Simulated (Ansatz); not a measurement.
```
NaH
1.0
    0.00000     2.39574     2.39574
    2.39574     0.00000     2.39574
    2.39574     2.39574     0.00000
Na H
1 1
Direct
  0.00000   0.00000   0.00000
  0.50000   0.50000   0.50000
```

The numbers are results of PBEsol, rigid bands (plane waves, PAW, scalar-relativistic; Ansatz, an electronic-structure program), not measurements. Geometry: cell and atoms relaxed with PBEsol.

Problem. What conductivity effective mass do dilute electrons have at 300 K?

Solution. 0.47 mₑ.

Problem. Predict the hole conductivity mass (n e² τ/σ) at 300 K, by direction if it differs.

Solution. 1.44 mₑ.

Problem. And the band gap?

Solution. 3.61 eV at this level; semilocal functionals usually fall short of the measured gap.

Rigid bands, one relaxation time for all states, no polarons. Spin-orbit coupling is left out.

Computed structure, not matched to a measured one here, so possibly hypothetical: NaH (Fm-3m).
